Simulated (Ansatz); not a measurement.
A computed series for MgO: pressure series

Base system: MgO in the rock salt structure (space group Fm-3m, No. 225).

```xyz
2
Lattice="0.0000 2.0796 2.0796 2.0796 0.0000 2.0796 2.0796 2.0796 0.0000" Properties=species:S:1:pos:R:3 pbc="T T T"
Mg     0.0000     0.0000     0.0000
O      2.0796     2.0796     2.0796
```

Cell and atoms are relaxed at each pressure.

Calculations: LDA, PAW, 420 eV (Ansatz, a program for electronic structure; no spin-orbit coupling).

Candidates:
(a) pressure 4.5 GPa
(b) pressure −1 GPa
(c) pressure 15 GPa

Before the change:

| Quantity | Value |
|---|---|
| Band gap | 5.03 eV |

Order them by band gap, lowest first.

(b) pressure −1 GPa (4.98 eV), (a) pressure 4.5 GPa (5.29 eV), (c) pressure 15 GPa (5.83 eV)

Load acts through the strain it causes; cell and atoms are relaxed under it. Whether these cells are dynamically stable was not tested. No other phases were tried under pressure.
